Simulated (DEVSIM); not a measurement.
System: Schottky contact on n-type Si, at 400 K.

| layer (left to right) | material | thickness (μm) | Nd (cm⁻³) | τn (s) | τp (s) |
|---|---|---|---|---|---|
| 1 | Si | 1.40 | 2.3e16 | 0.00046 | 1.4e-5 |
| 2 | Si | 1.10 | 1.3e18 | 0.00046 | 0.00046 |

Left contact: Schottky, work function 4.66 eV, emission velocity 8.2e6 cm/s. Right contact: ohmic. Voltage is applied to the left contact. Recombination: SRH at mid-gap, Auger. Mobility is μmin + (μ − μmin)/(1 + (N/Nref)^α).

This is a model device: material constants are rounded textbook-type values typed into the input, and sizes, dopings and lifetimes were drawn at random. Values at 300 K; Nc and Nv go as T^1.5, mobilities as T to minus their exponent, the gap by Varshni's rule with the affinity fixed.

| parameter | Si |
|---|---|
| gap (eV) | 1.124 |
| affinity (eV) | 4.05 |
| permittivity | 11.7 |
| Nc (cm⁻³) | 2.86e19 |
| Nv (cm⁻³) | 3.1e19 |
| μn (cm²/Vs) | 1417 |
| μp (cm²/Vs) | 470 |
| μn,min | 52 |
| μp,min | 45 |
| Nref,n | 9.7e16 |
| Nref,p | 2.2e17 |
| αn | 0.68 |
| αp | 0.72 |
| T exponent of μn | 2.3 |
| T exponent of μp | 2.2 |
| Cn (cm⁶/s) | 2.8e-31 |
| Cp (cm⁶/s) | 9.9e-32 |
| Varshni α (eV/K) | 0.000473 |
| Varshni β (K) | 636 |

Model (solved in DEVSIM): 1D drift-diffusion, Boltzmann statistics, complete ionisation; no tunnelling, impact ionisation, image-force lowering or self-heating. Metal contacts follow the ideal Schottky-Mott rule: no Fermi-level pinning, no interface dipoles.

**Question.** Give the dark forward current.

**Answer.** 
(V (V), J (A/cm²)): (0.05, 2.8); (0.10, 14); (0.15, 55); (0.20, 170); (0.25, 420); (0.30, 800); (0.35, 1300); (0.40, 1800); (0.45, 2400)
